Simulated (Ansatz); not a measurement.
Defect: Ta-vacancy pair (Ta on one host Ag site, one Ag site vacant) in fcc Ag, neutral cell. Computed with PBE, PAW (plane waves to 420 eV; Ansatz, a program for electronic structure).

32-site cell at the relaxed PBE lattice, a 2×2×2 k-point mesh shifted by half a step, smearing 0.10 eV, spin-restricted, no finite-size correction. No zero-point or tunnelling terms. Spin-orbit coupling is left out. Forms of the defect that were not tried may lie lower. The start lies 0.15 eV above the lowest site run (PBE).

Barriers: single points on a 4×4×4 k-point mesh shifted by half a step at the bands' geometries (they differ from the bands' own by up to 0.33 eV, and are uncertain by about as much).

The step: direct exchange of Ta with the vacancy (Ta-vacancy distance between ideal sites 2.93 Å throughout). Atoms about the jump, Cartesian Å from the middle of the jump, before and after:

| atom | x0 | y0 | z0 | x1 | y1 | z1 |
|---|---|---|---|---|---|---|
| Ta1 | 0.00 | -1.05 | -1.05 | 0.00 | 1.05 | 1.05 |
| Ag2 | -2.00 | -0.99 | 1.01 | -2.00 | -1.01 | 0.99 |
| Ag3 | 2.00 | -0.99 | 1.01 | 2.00 | -1.01 | 0.99 |
| Ag4 | -2.00 | 1.02 | -0.99 | -2.00 | 0.99 | -1.02 |
| Ag5 | 2.00 | 1.02 | -0.99 | 2.00 | 0.99 | -1.02 |
| Ag6 | 0.00 | 1.02 | -3.08 | 0.00 | 1.00 | -3.08 |
| Ag7 | 0.00 | -3.08 | 1.02 | 0.00 | -3.08 | 0.99 |
| Ag8 | 0.00 | 3.08 | -1.00 | 0.00 | 3.08 | -1.02 |
| Ag9 | 0.00 | -0.99 | 3.08 | 0.00 | -1.02 | 3.08 |
| Ag10 | -2.06 | 1.04 | 3.09 | -2.06 | 1.03 | 3.10 |
| Ag11 | 2.06 | -3.10 | -1.03 | 2.06 | -3.09 | -1.04 |
| Ag12 | 2.05 | 3.09 | 1.04 | 2.06 | 3.10 | 1.03 |
| Ag13 | -2.06 | -3.10 | -1.03 | -2.06 | -3.09 | -1.04 |
| Ag14 | -2.06 | -1.03 | -3.10 | -2.05 | -1.04 | -3.09 |
| Ag15 | 2.06 | 1.04 | 3.09 | 2.06 | 1.03 | 3.10 |
| Ag16 | 2.06 | -1.03 | -3.10 | 2.05 | -1.04 | -3.09 |
| Ag17 | -2.05 | 3.09 | 1.04 | -2.06 | 3.10 | 1.03 |

Give the saddle-point geometry and the barrier.


```tsv
atom	x	y	z
Ta1	0.00	0.00	-0.01
Ag2	-2.26	-1.08	1.06
Ag3	2.26	-1.07	1.06
Ag4	-2.26	1.07	-1.08
Ag5	2.26	1.07	-1.08
Ag6	0.00	0.94	-2.97
Ag7	0.00	-2.96	0.93
Ag8	0.00	2.95	-0.95
Ag9	0.00	-0.95	2.95
Ag10	-1.99	1.04	3.05
Ag11	2.00	-3.07	-1.05
Ag12	2.00	3.06	1.03
Ag13	-1.99	-3.07	-1.05
Ag14	-1.99	-1.04	-3.08
Ag15	2.00	1.04	3.06
Ag16	2.00	-1.04	-3.08
Ag17	-2.00	3.06	1.03
```
It lies 1.05 eV above the start and 1.05 eV above the end. The saddle point's order was not checked, and it lies on a symmetry element of the cell, where a band can be held.
